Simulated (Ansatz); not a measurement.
We consider AlSiCN (P3m1, No. 156, 4 atoms in the cell; start mp-1227998), described by PBEsol (Ansatz, an electronic-structure program, plane waves, PAW).

The input as run:

Ansatz 0.2 input:
```yaml
crystal:
  lattice:
    - [3.0732989736, 0.0, 0.0]
    - [-1.5366494868, 2.6615549846, 0.0]
    - [0.0, 0.0, 4.9930884445]
  atoms:
    - { symbol: Al, position: [0.3333333333, 0.6666666667, 0.5071941381] }
    - { symbol: Si, position: [0.6666666667, 0.3333333333, 0.9973243869] }
    - { symbol: C, position: [0.3333333333, 0.6666666667, 0.1084659019] }
    - { symbol: N, position: [0.6666666667, 0.3333333333, 0.6370055732] }
basis:
  ecutwfc: 520
  ecutrho_ratio: 4
  xc_grid: 2
kpoints:
  mp_grid: { grid: [12, 12, 8] }
hamiltonian:
  xc: pbesol
  dispersion: none
  pseudopotentials: { kind: paw }
scf:
  occupations: { method: fermi_dirac, width: 0.01 }
output:
  forces: true
  stress: true
  eigenvalues: true
relax:
  f_tol: 0.004
  escape_saddle: false
  max_steps: 80
  cell: { stress_tol: 0.02, fix: [volume] }
```

From the output:

```
Relaxation: its limit of steps is 80 (relax.max_steps)
Crystal: 4 atoms, lattice volume = 40.842 Å³
Basis set: ecut = 520 eV, 1099 PW (Γ), exchange–correlation on 48×48×80 points (8 copies of the dense FFT grid, shifted against one another)
Bands: 12, of which v1, the nominal top of the filled ones, is band 8 counted from 1 (7 counted from 0)
Symmetry: 6 space group operations
Space group: P3m1 (ITA 156), of the structure as read, at distance tolerance 3.4e-5 Å
k-points: 131 of 1152 (time reversal used)
Functional: x = pbesol(κ = 0.804, μ = 0.12345679012345678), c = pbesol(β = 0.046)
SCF iter   1: F=—  HF=-1774.535824 eV  |F-HF|=—  |Δ(HF+E_count)|=         —  Δρ=8.70e-3  dr2=3.53e-2
SCF iter   2: F=—  HF=-1774.526587 eV  |F-HF|=—  |Δ(HF+E_count)|=   9.24e-3  Δρ=3.00e-3  dr2=2.76e-3
  ...
SCF 1 converged in 7 iterations: F = -1774.525808 eV  dr2 = 9.88e-9
Crystal: 4 atoms, lattice volume = 40.842 Å³
Initial density: handed on by an earlier stage of this run
SCF 2 converged in 4 iterations: F = -1774.525908 eV  dr2 = 9.44e-8
Crystal: 4 atoms, lattice volume = 40.842 Å³
SCF 3 converged in 5 iterations: F = -1774.525931 eV  dr2 = 1.88e-9
Crystal: 4 atoms, lattice volume = 40.842 Å³
SCF 4 converged in 4 iterations: F = -1774.525931 eV  dr2 = 3.28e-10
Crystal: 4 atoms, lattice volume = 40.842 Å³
SCF iter   5: F=—  HF=-1774.525931 eV  |F-HF|=—  |Δ(HF+E_count)|=  3.87e-12  Δρ=2.71e-7  dr2=2.18e-11
SCF iter   6: F=-1774.525931 eV  HF=-1774.525931 eV  |F-HF|=2.27e-13  |Δ(HF+E_count)|=  4.09e-12  Δρ=6.35e-8  dr2=8.39e-13
SCF 5 converged in 6 iterations: F = -1774.525931 eV  dr2 = 8.39e-13
SCF converged after 6 iterations
Free energy (F): -1774.525931 eV
Internal energy: -1774.525931 eV  (E = F + TS)
E sigma→0 (E₀):  -1774.525931 eV
Fermi energy:    10.406684 eV
--- Stress (GPa, compression-positive) ---
        4.393824      -0.000000      -0.000000
       -0.000000       4.393824      -0.000000
       -0.000000      -0.000000       4.402265
  P = ⅓ Tr σ = 4.3966 GPa (43.966 kbar)
```

The cell is one volume of an energy–volume scan, off the minimum.

The PAW data were made under PBE.

Note: the relaxation could not lower the start's symmetry, so the cell can be a saddle point above a distorted one.

A start named mp-… is a Materials Project structure, which need not be a measured phase.
